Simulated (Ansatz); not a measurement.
Given:

```
CuI
1.0
    3.93308     0.00000     0.00000
    0.00000     3.93308     0.00000
    0.00000     0.00000     5.98051
Cu I
2 2
Direct
  0.50000   0.50000   0.00000
  0.00000   0.00000   0.00000
  0.50000   0.00000   0.28474
  0.00000   0.50000   0.71526
```

The numbers are results of PBEsol+D3BJ with spin-orbit coupling, rigid bands (plane waves, PAW; Ansatz, an electronic-structure program), not measurements. Condition of this run: spin-orbit coupling switched on. How the cell was made: cell and atoms relaxed with PBEsol+d3bj.

Task: What conductivity effective mass do dilute electrons have at 300 K?

Result: 0.174 (x), 0.174 (y), 0.24 (z) mₑ.

Task: What conductivity effective mass do dilute holes have at 300 K?

Result: 0.32 (x), 0.32 (y), 0.61 (z) mₑ.

Task: And the band gap?

Result: 1.22 eV at this level; semilocal functionals usually fall short of the measured gap.

Rigid bands, one relaxation time for all states, no polarons. Geometry: cell and atoms relaxed with PBEsol+D3(BJ).

Computed structure, not matched to a measured one here, so possibly hypothetical: CuI (P4/nmm).
